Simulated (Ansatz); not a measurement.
**Cl on the 1x1 (100) surface of fcc Cu, one in a 2x2 cell, started at the site 'bridge Cu-Cu (span 2.6 Å)'**

All values below come from PBE (plane waves to 420 eV, PAW; Ansatz, a quantum-chemistry and plane-wave program).

Model: 17-atom slab, 5.3 Å thick at the start under the adsorbate (thin: gaps and levels are the slab's own), 6x6x1 mesh, Fermi-Dirac 0.1 eV, dipole correction, 8 atoms held, the rest relaxed; held to the start's symmetry, so lower structures may exist; no spin, no spin-orbit, no U, no dispersion correction. At the end it is bonded to 2 Cu. In PBE this state lies 0.06 eV over the lowest of the starts that converged ('hollow Cu-Cu-Cu-Cu over Cu at depth 1.8 Å').

```json
{
 "adsorption energy against ½ Cl2(g)": "-1.90 eV",
 "work_function_of_the_top_face": "5.43 eV",
 "change_of_the_work_function": "0.88 eV",
 "change_of_the_step_from_the_bottom_to_the_top_vacuum_level_against_the_clean_slab": "0.94 eV",
 "energy_released_by_relaxation": "0.11 eV",
 "height of the binding atom over the mean of the host atoms within 0.3 Å of the top one": "1.929 Å",
 "nearest_host_atoms_of_the_binding_atom": "Cu at 2.28 Å, Cu at 2.28 Å, Cu at 3.50 Å",
 "largest_move_of_a_host_atom": "0.10 Å",
 "cost": "around 8 core-minutes (rough)"
}
```

A negative adsorption energy means that the adsorbate is more stable on the surface than in its reference.
